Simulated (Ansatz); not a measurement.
## C (space group R-3, No. 148; a hypothetical phase, not in the database extracts checked)

```cif
data_C8
_chemical_formula_sum 'C8'
_space_group_name_H-M_alt 'P 1'
_space_group_IT_number 1
_cell_length_a 3.89047
_cell_length_b 3.89047
_cell_length_c 3.89047
_cell_angle_alpha 109.562
_cell_angle_beta 109.562
_cell_angle_gamma 109.562
loop_
_space_group_symop_operation_xyz
  'x, y, z'
loop_
_atom_site_label
_atom_site_type_symbol
_atom_site_fract_x
_atom_site_fract_y
_atom_site_fract_z
_atom_site_occupancy
C1 C 0.99938 0.68982 0.49950 1
C2 C 0.00062 0.31018 0.50050 1
C3 C 0.49950 0.99938 0.68982 1
C4 C 0.50050 0.00062 0.31018 1
C5 C 0.68982 0.49950 0.99938 1
C6 C 0.31018 0.50050 0.00062 1
C7 C 0.69872 0.69872 0.69872 1
C8 C 0.30128 0.30128 0.30128 1
```

Level of theory: Kohn–Sham DFT with the PBE functional, run in Ansatz (a program for electronic structure) with PAW and 420 eV plane waves, spin-orbit coupling left out. Γ-centred 10×10×10 mesh, Fermi–Dirac width 0.05 eV.

```yaml
volume_per_atom: 5.65 Å³
density: 3.53 g/cm³
band_gap: 3.43 eV, indirect, T → L
total_energy: -249.989 eV/atom (σ→0; compares only within this code and set-up)
```

Whether these cells are dynamically stable was not tested.
